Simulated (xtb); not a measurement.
xtb 6.7.1, GFN1-xTB: CB1O[B]OB(C)O1, charge 0, multiplicity 2, 14 atoms. The geometry is a generated start, not checked to be a minimum at this level.

run flags: --grad
method: GFN1-xTB
--acc: 1 (default)
--etemp (K): 300 (default)
basis functions: 44
valence electrons: 41

```xyz
14

C     -2.5467    -0.4214     0.4890
B     -1.1678     0.2994     0.1690
O     -1.1126     1.6597     0.0005
B      0.0688     2.2880    -0.2454
O      1.2126     1.5549    -0.3474
B      1.1878     0.1921    -0.2106
C      2.5125    -0.6673    -0.3729
O     -0.0073    -0.4112     0.0670
H     -3.3846     0.2661     0.4454
H     -2.7343    -1.2350    -0.2074
H     -2.5227    -0.8605     1.4834
H      2.5761    -1.4413     0.3870
H      3.4062    -0.0535    -0.3209
H      2.5120    -1.1700    -1.3366
```

Charge 0 and multiplicity 2 are set for this test and not shown to be the ground state. GFN-xTB has no spin term: --uhf 1 sets the occupations alone.

One run each on 1 thread. Values of broydamp tried: 0.02, 0.05, 0.1, 0.2, 0.4 (default), 0.6, 0.8, 1.

Q: Which value of broydamp needs the fewest SCC iterations, and what happens away from it?

A: Fewest SCC iterations, within one of each other: 0.4 (default) with 11, 0.6 with 10, 0.8 with 11. The count rises to 23 at 0.02. All converge to one solution.

```tsv
broydamp	SCC iterations	end
0.02	23	same solution
0.05	18	same solution
0.1	17	same solution
0.2	16	same solution
0.4 (default)	11	same solution
0.6	10	same solution
0.8	11	same solution
1	13	same solution
```
